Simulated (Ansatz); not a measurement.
Zr under a change: uniaxial strain ε_zz = +1.50 %

Consider Zr in the hcp (Mg type) structure (space group P6_3/mmc, No. 194; a = 3.2443 Å, c = 5.1580 Å; relaxed with 0.1 eV smearing). Axes: x lies along a and z along c of the hexagonal cell.

Perturbation: uniaxial strain ε_zz = +1.50 %, all other strain components held at zero, atoms relaxed at fixed cell.

Computed with Ansatz (a program for electronic structure) r2SCAN, scalar-relativistic without spin-orbit coupling. k-mesh 20×20×11 (Γ-centred); smearing 0.1 eV (Fermi–Dirac).

```csv
quantity,base,changed,shift
volume per atom,23.51 Å³,23.86 Å³,+0.35 Å³
space group,P6_3/mmc (No. 194),P6_3/mmc (No. 194),–
shortest interatomic distance,3.187 Å,3.219 Å,+0.0314 Å
energy relative to the base (free energy F),0 meV/atom,+2.7 meV/atom,+2.7 meV/atom
"pressure (mean of the normal stresses, compression positive)",0.0 GPa,-1.4 GPa,-1.4 GPa
band gap,zero,zero,–
"stress (xx, yy, zz, yz, xz, xy; compression positive)",–,"(-0.9, -0.9, -2.4, 0.0, 0.0, 0.0) GPa",–
```

Cost of the whole job for the changed cell (relaxation, final SCF and bands): about 40 core-seconds (a rough figure).

Whether these cells are dynamically stable was not tested. The final runs are not spin-polarised.
